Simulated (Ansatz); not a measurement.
This Ansatz (a first-principles code) input is the reference run, BeSe in the zinc blende structure (space group F-43m, No. 216), computed with DFT with LDA, PAW potentials and a 420 eV plane-wave cutoff in Ansatz, scalar-relativistic without spin-orbit coupling:

Ansatz 0.2 input:
```yaml
crystal:
  lattice:
    - [0, 2.5408134643, 2.5408134643]
    - [2.5408134643, 0, 2.5408134643]
    - [2.5408134643, 2.5408134643, 0]
  atoms:
    - { symbol: Be, position: [0, 0, 0] }
    - { symbol: Se, position: [0.25, 0.25, 0.25] }
basis: { ecutwfc: 420, ecutrho_ratio: 4, xc_grid: 2, fft_grid_basis: typed }
kpoints: { mp_grid: { grid: [11, 11, 11] } }
hamiltonian:
  xc: lda
  dispersion: none
  pseudopotentials: { kind: paw }
scf: { occupations: { method: fermi_dirac, width: 0.05 }, convergence: { dr2_threshold: 0.0000000002 } }
output: { forces: true, stress: true }
checkpoint: { write: state.ck, write_every: 1000 }
```

Question: Write the input for this change: biaxial strain +3.00 %, plane normal [001], relaxed out of plane (Cartesian); in-plane vectors clamped, the third vector and the atoms free.

Answer: 
Ansatz 0.2 input:
```yaml
crystal:
  lattice:
    - [3.7010504465, 0, 0]
    - [0, 3.7010504465, 0]
    - [1.8505252232, -1.8505252232, 2.5027012623]
  atoms:
    - { symbol: Be, position: [0, 0, 0] }
    - { symbol: Se, position: [0.75, 0.75, 0.5] }
basis: { ecutwfc: 420, ecutrho_ratio: 4, xc_grid: 2, fft_grid_basis: typed }
kpoints: { mp_grid: { grid: [11, 11, 11] } }
hamiltonian:
  xc: lda
  dispersion: none
  pseudopotentials: { kind: paw }
scf: { occupations: { method: fermi_dirac, width: 0.05 } }
relax: { f_tol: 0.005, max_steps: 50, cell: { stress_tol: 0.01, fix: [a, b, gamma] } }
output: { forces: true, stress: true }
checkpoint: { write: state.ck, write_every: 1000 }
```
This is the input that was run; other choices of cell and start would serve too.

Stability against distortions was not tested.
